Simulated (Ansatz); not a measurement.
A computed series for Cu: pressure series

Take Cu in the fcc (Cu type) structure (space group Fm-3m, No. 225; a = 3.630 Å) as the base.

Cell and atoms are relaxed at each pressure.

Level of theory: PBE in Ansatz (plane waves to 420 eV, PAW, no spin-orbit coupling).

Notes on the quantities. enthalpy: H = E + PV relative to the base's energy.

```
variant                density       enthalpy
-----------------  -----------  -------------
base                8.83 g/cm³              –
pressure −2 GPa     8.70 g/cm³  -0.15 eV/atom
pressure −1 GPa     8.76 g/cm³  -0.07 eV/atom
pressure 0.9 GPa    8.88 g/cm³  +0.07 eV/atom
pressure 2.1 GPa    8.96 g/cm³  +0.16 eV/atom
pressure 4.5 GPa    9.09 g/cm³  +0.33 eV/atom
pressure 9 GPa      9.33 g/cm³  +0.65 eV/atom
pressure 15 GPa     9.62 g/cm³  +1.07 eV/atom
pressure 22.5 GPa   9.94 g/cm³  +1.57 eV/atom
pressure 30 GPa    10.22 g/cm³  +2.06 eV/atom
```

Load acts through the strain it causes; cell and atoms are relaxed under it. Stability against distortions was not tested. Competing high-pressure phases were not computed. All final runs are without spin polarisation.

Ansatz is a first-principles code.
